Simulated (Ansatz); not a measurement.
The starting structures come from a database of crystals and need not be the phases stable at ambient conditions.

Where the default PAW files enter, the runs use the earlier of Ansatz's two default sets.

The decay constant κ of evanescent states in the gap governs leakage through a thin film.

Given:

```xyz
2
Lattice="3.6543 0.0000 0.0000 0.0000 3.6543 0.0000 1.8271 1.8271 2.5065" Properties=species:S:1:pos:R:3 pbc="T T T"
Be     0.0000     0.0000     0.0000
Se     3.6543     1.8271     1.2532
```

Space group of this cell: I-4m2. The cell is strained (lengths along the current scaled by 0.97, ions clamped); by PBEsol its mean pressure is 0.6 GPa.

Transport runs along the normal of the first two printed cell vectors, the (001) (indices of the unstrained crystal) plane of the conventional cell.

The gap is the functional's own. No spin-orbit coupling. Mid-gap values are those at the computed energy nearest the middle.

Q: Compute, with Ansatz (a program for electronic structure) with PBEsol, the band gap and the smallest decay constant κ at mid-gap.

A: Gap 2.21 eV on a 12×12×12 mesh; κ = 0.222 1/Å, at the zone centre.
